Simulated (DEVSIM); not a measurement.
System: abrupt Si n-p junction, at 300 K.

```
layer (left to right)  material  thickness (μm)  Nd (cm⁻³)  Na (cm⁻³)  τn (s)  τp (s)
---------------------  --------  --------------  ---------  ---------  ------  ------
1                            Si            37.0     7.7e18          -  4.6e-7  4.6e-7
2                            Si            26.0          -     2.8e14  4.6e-7  4.6e-7
```

Left contact: ohmic. Right contact: ohmic. Voltage is applied to the left contact. Recombination: SRH at mid-gap, radiative, Auger. Mobility is constant in doping.

Constants are typed, rounded textbook-type inputs, not results; the design itself was drawn at random and stands for no fabricated device. Values at 300 K; Nc and Nv go as T^1.5, mobilities as T to minus their exponent, the gap by Varshni's rule with the affinity fixed.

```csv
parameter,Si
gap (eV),1.124
affinity (eV),4.05
permittivity,11.7
Nc (cm⁻³),2.86e19
Nv (cm⁻³),3.1e19
μn (cm²/Vs),1417
μp (cm²/Vs),470
T exponent of μn,2.3
T exponent of μp,2.2
B (cm³/s),4.7e-15
Cn (cm⁶/s),2.8e-31
Cp (cm⁶/s),9.9e-32
Varshni α (eV/K),0.000473
Varshni β (K),636
```

DEVSIM, 1D drift-diffusion, Boltzmann statistics, complete ionisation; no tunnelling, impact ionisation, image-force lowering or self-heating.

The temperature was swept, all else fixed.

```tsv
temperature (K)	largest field in the device at zero bias (V/cm)	dark forward voltage at 1 A/cm² (V)	dark forward voltage at 100 A/cm² (V)	potential step across the device at zero bias (V)
250	140000	0.664	0.843	0.869
300	150000	0.551	0.777	0.790
350	170000	0.438	0.711	0.707
400	180000	0.324	0.647	0.621
450	190000	0.207	0.586	0.534
500	200000	0.099	0.516	0.463
```

From the first row to the last the largest field in the device at zero bias goes from 140000 to 200000. From the first row to the last the dark forward voltage at 1 A/cm² goes from 0.664 to 0.099.
